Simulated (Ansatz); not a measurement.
The starting structures come from a database of crystals and need not be the phases stable at ambient conditions.

Consider the following.

```xyz
12
Lattice="4.1141 0.0000 0.0000 0.0000 5.0812 0.0000 0.0000 0.0000 4.5272" Properties=species:S:1:pos:R:3 pbc="T T T"
Si     2.0571     3.3146     3.3954
Si     2.0571     1.7667     1.1318
Si     0.0000     4.3073     1.1318
Si     0.0000     0.7739     3.3954
O      3.0070     1.9432     2.6256
O      1.1071     3.1381     1.9015
O      3.1642     0.5975     0.3620
O      0.9500     4.4838     4.1651
O      0.9500     0.5975     1.9015
O      3.1642     4.4838     2.6256
O      1.1071     1.9432     4.1651
O      3.0070     3.1381     0.3620
```

Space group of this cell: Pbcn. The cell is taken as given; by LDA its mean pressure is -14.4 GPa.

Transport runs along the normal of the first two printed cell vectors.

No gap correction and no spin-orbit coupling; mid-gap values are interpolated between computed energies.

Task: Estimate the band gap and the smallest decay constant κ at mid-gap that LDA (Ansatz, a first-principles code) returns for this system.

Result: Gap 5.27 eV on a 8×6×8 mesh; κ = 0.376 1/Å, at the zone centre.
